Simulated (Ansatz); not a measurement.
```xyz
4
Lattice="4.3736 0.0000 0.0000 -2.1868 3.7877 0.0000 0.0000 0.0000 7.1176" Properties=species:S:1:pos:R:3 pbc="T T T"
Mg     0.0000     2.5251     7.1159
Mg     2.1868     1.2626     3.5572
Te     0.0000     2.5251     2.6778
Te     2.1868     1.2626     6.2366
```

No spin polarisation.

The values are results of LDA (Ansatz, a first-principles code, PAW, no spin-orbit coupling), not measurements. Settings: 9×9×5 k-points, 0.05 eV Fermi–Dirac smearing.

Predict the space group and pressure.

The space group comes out as P6_3mc (No. 186) and the pressure (mean of the normal stresses, compression positive) comes out as 4.28 GPa.

The cells carry an imposed strain or load. No phonon test of stability was made. The cell was made from MgTe in the wurtzite structure (space group P6_3mc, No. 186) by this change: isotropic strain −3.00 %.
